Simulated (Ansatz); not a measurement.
Base system: ZnS in the zinc blende structure (space group F-43m, No. 216; a = 5.357 Å).

Calculations: DFT with PBEsol, PAW potentials and a 420 eV plane-wave cutoff in Ansatz (a program for electronic structure), spin-orbit coupling left out.

Base values:

| Item | Value |
|---|---|
| Shortest interatomic distance | 2.320 Å |
| Band gap | 2.09 eV |
| Hole mass | 0.18, 0.68, 0.68 mₑ (at Γ) |
| Gap character | direct at Γ |

Now apply this change: hydrostatic tension (pressure −1 GPa).

Problem. What happens to the shortest interatomic distance, band gap, hole mass and gap character?

Solution. The shortest interatomic distance rises by 0.0099 Å, from 2.320 Å to 2.329 Å; the band gap shrinks by 0.055 eV to 2.03 eV; the hole mass (degenerate bands, along [100]) changes from 0.18, 0.68, 0.68 mₑ (at Γ) to 0.18, 0.67, 0.67 mₑ (at Γ); the gap character remains direct at Γ.

Load acts through the strain it causes; cell and atoms are relaxed under it. Effective masses come from finite differences of ±0.01 Å⁻¹. No phonon test of stability was made.
